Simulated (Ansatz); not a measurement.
Consider WC (space group P-6m2, No. 187; a = 2.899 Å, c = 2.827 Å; relaxed with 0.1 eV smearing). Axes: x lies along a and z along c of the hexagonal cell.

All numbers come from PBEsol (Ansatz, an electronic-structure program), no spin-orbit coupling.

Strains are applied to the cell and any free atomic positions relax; under biaxial strain the out-of-plane vector relaxes too.

One change was made to it. Results:

The pressure (mean of the normal stresses, compression positive) goes from zero to -15.9 GPa; the volume per atom rises by 0.51 Å³ (10.29 Å³ → 10.80 Å³).

Name the change that was made.
A) biaxial strain −2.00 %, plane normal [001], relaxed out of plane
B) biaxial strain +2.00 %, plane normal [001], relaxed out of plane
C) biaxial strain +3.00 %, plane normal [001], relaxed out of plane
D) biaxial strain +2.50 %, plane normal [001], relaxed out of plane

C, biaxial strain +3.00 %, plane normal [001], relaxed out of plane. For comparison, the pressure in the other runs: biaxial strain +2.50 %, plane normal [001], relaxed out of plane gives -13.6 GPa; biaxial strain +2.00 %, plane normal [001], relaxed out of plane gives -11.1 GPa; biaxial strain −2.00 %, plane normal [001], relaxed out of plane gives 13.2 GPa.

Stability against distortions was not tested. All final runs are without spin polarisation.
